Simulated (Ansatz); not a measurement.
Given:

```
Ge
1.0
    0.00000     2.83797     2.83797
    2.83797     0.00000     2.83797
    2.83797     2.83797     0.00000
Ge
2
Direct
  0.50000   0.50000   0.50000
  0.75000   0.75000   0.75000
```

All values below come from HSE06, rigid bands (plane waves, PAW, scalar-relativistic; Ansatz, a program for electronic structure). How the cell was made: cell and atoms relaxed with PBEsol.

Problem. Predict the electron conductivity mass (n e² τ/σ) at 300 K, by direction if it differs.

Solution. 0.121 mₑ.

Problem. And the band gap?

Solution. 0.77 eV at this level.

Rigid bands, one relaxation time for all states, no polarons. Spin-orbit coupling is left out; where it splits the top of the valence band it changes the hole mass and lowers the gap by about a third of the splitting. Geometry: cell and atoms relaxed with PBEsol.
